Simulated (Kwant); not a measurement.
Model system: In0.53Ga0.47As/In0.52Al0.48As stack with 1 barrier. One parabolic valley. Leads of mass 0.041 mₑ with the band edge at 0; grid 0.1 nm; bias swept from 0.0208 to 0.44254 V, dropping linearly over the stack. Emitter Fermi level 0.06 eV, 77 K, equal in the collector.

```
layer  thickness (nm)  band offset (eV)  mass (mₑ)
-----  --------------  ----------------  ---------
1                 2.3              0.52      0.075
```

Constants are typed, rounded textbook-type inputs, not results; the design itself was drawn at random and stands for no fabricated device.

Computed with Kwant: one-band effective-mass tight-binding model in one dimension, coherent, no space charge, current by the Tsu-Esaki formula.

Sweep values stay those of the base run.

Base results: J (A/cm²) at bias = 0.2317 V 45300; J (A/cm²) at bias = 0.3371 V 56000; J (A/cm²) at bias = 0.1262 V 34300; J (A/cm²) at bias = 0.4425 V 67500.

Task: What follows from this one change: mass in the first barrier 0.075 → 0.045 mₑ?

Result: J at bias = 0.2317 V 45300 → 90600 A/cm²; J at bias = 0.3371 V 56000 → 112000 A/cm²; J at bias = 0.1262 V 34300 → 67200 A/cm²; J at bias = 0.4425 V 67500 → 133000 A/cm².

Task: What follows from this one change: height of the first barrier 0.52 → 0.31 eV?

Result: J at bias = 0.2317 V 45300 → 168000 A/cm²; J at bias = 0.3371 V 56000 → 200000 A/cm²; J at bias = 0.1262 V 34300 → 135000 A/cm²; J at bias = 0.4425 V 67500 → 235000 A/cm².

Task: What follows from this one change: thickness of the first barrier 2.3 → 3.2 nm?

Result: J at bias = 0.2317 V 45300 → 9760 A/cm²; J at bias = 0.3371 V 56000 → 13500 A/cm²; J at bias = 0.1262 V 34300 → 6630 A/cm²; J at bias = 0.4425 V 67500 → 18300 A/cm².

Task: What follows from this one change: Fermi level in the emitter 0.06 → 0.09 eV?

Result: J at bias = 0.2317 V 45300 → 122000 A/cm²; J at bias = 0.3371 V 56000 → 150000 A/cm²; J at bias = 0.1262 V 34300 → 93500 A/cm²; J at bias = 0.4425 V 67500 → 180000 A/cm².

Task: What follows from this one change: temperature 77 → 150 K?

Result: J at bias = 0.2317 V 45300 → 54400 A/cm²; J at bias = 0.3371 V 56000 → 67000 A/cm²; J at bias = 0.1262 V 34300 → 41500 A/cm²; J at bias = 0.4425 V 67500 → 80700 A/cm².
